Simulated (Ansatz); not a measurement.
**A computed series for CdS: pressure series**

The reference is CdS in the wurtzite structure (space group P6_3mc, No. 186).

```
CELL_PARAMETERS angstrom
      4.19659     0.00000     0.00000
     -2.09830     3.63436     0.00000
      0.00000     0.00000     6.83017
ATOMIC_POSITIONS crystal
  Cd 0.33333 0.66667 0.99917
  Cd 0.66667 0.33333 0.49917
  S  0.33333 0.66667 0.37563
  S  0.66667 0.33333 0.87563
```

Cell and atoms are relaxed at each pressure.

All numbers come from PBE in Ansatz (plane waves to 420 eV, PAW, without spin-orbit coupling), earlier PAW set.

**Question.** Only one of these has no band gap. Which?
A) pressure 4.2 GPa
B) pressure −2 GPa
C) pressure 60 GPa

**Answer.** C, pressure 60 GPa. Computed: pressure 4.2 GPa: 1.27 eV; pressure −2 GPa: 1.01 eV; pressure 60 GPa: zero

The mesh was chosen for an insulator and is coarse for the gapless case. From pressure 60 GPa on, the axis ratios lie over 15 % from the base's, so the cell there is far from its starting form. Load acts through the strain it causes; cell and atoms are relaxed under it. Stability against distortions was not tested. All final runs are without spin polarisation. Measured, CdS leaves this structure (for rock salt) near 2.54 GPa (temperature not stated; as listed in Datta, Sujoy, Jana, Debnarayan, arXiv (2020)), on rising pressure, with hysteresis. The zero or small gap of CdS under pressure 60 GPa can change with the level of theory.

Ansatz is a program for electronic structure.
